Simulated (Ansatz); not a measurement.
Levels about the gap of amorphous Ta18O40 (58 atoms in a cell of 882 Å³, 7.34 g/cm³; zone centre alone, so wide bands show as single levels with stretches between that a denser mesh fills), at the geometry that PBE relaxed, where it gives 0.1 GPa on a denser mesh. The participation number counts the atoms over which a state spreads; weights are charges in smoothed Voronoi cells. The levels come from a single point, so bond lengths are those of that geometry. Method of the levels: PBE, scalar-relativistic without spin-orbit coupling (Ansatz, a program for electronic structure). Sampling: the zone centre alone; Fermi-Dirac width 0.02 eV; no spin polarisation. The usual formal charges leave 10 electrons over, so the level spacing at the Fermi energy parts defect or band states and needn't be the band gap.

Preparation: random packing, a CHGNet melt and quench, and a DFT relaxation. O atoms were pushed apart under 1.9 Å during the dynamics, to hinder bonds among them. The hot cell started wider than the set density and was brought back towards it in steps. It is the lowest in DFT energy of 2 quenches. It is a model cell: composition and starting density were chosen by hand, and all elements were melted together. No dispersion term was used. Its density started from a set value of 7.41 and ended at 7.34 g/cm³. The simulated quench (nominally 57 K/ps over its main leg) is rapid and tends to freeze in more defects than a deposited or slowly cooled glass has. A cell of this size samples the disorder only roughly. The volume was free in the relaxation, at fixed shape. Stress components on the final sampling reach 1.6 GPa. On a 2×2×2 Γ-centred mesh force components of up to 0.23 eV/Å stay, since the relaxation ran on the zone centre alone.

```
E - E(highest filled), eV  filling  participation number        largest on  weight O  weight Ta
-------------------------  -------  --------------------  ----------------  --------  ---------
-3.08                       filled                   9.4   O, 2 neighbours      0.96       0.04
-3.02                       filled                   5.9   O, 2 neighbours      0.95       0.05
-0.72                       filled                  14.0  Ta, 6 neighbours      0.38       0.62
-0.53                       filled                  19.1  Ta, 6 neighbours      0.37       0.63
-0.23                       filled                  10.0  Ta, 6 neighbours      0.31       0.69
-0.12                       filled                  10.1  Ta, 6 neighbours      0.32       0.68
0.00                        filled                  13.4  Ta, 5 neighbours      0.34       0.66
0.69                         empty                  13.4  Ta, 6 neighbours      0.34       0.66
0.73                         empty                  18.2  Ta, 6 neighbours      0.33       0.67
0.85                         empty                  19.4  Ta, 4 neighbours      0.36       0.64
0.92                         empty                  20.1  Ta, 6 neighbours      0.36       0.64
0.96                         empty                  16.3  Ta, 5 neighbours      0.35       0.65
1.02                         empty                  21.6  Ta, 6 neighbours      0.34       0.66
1.07                         empty                  24.7  Ta, 6 neighbours      0.34       0.66
```

Most localised among these is the filled level at -3.02 eV, on a O atom, which has 2 neighbours (Ta 1.90 Å, Ta 1.99 Å).
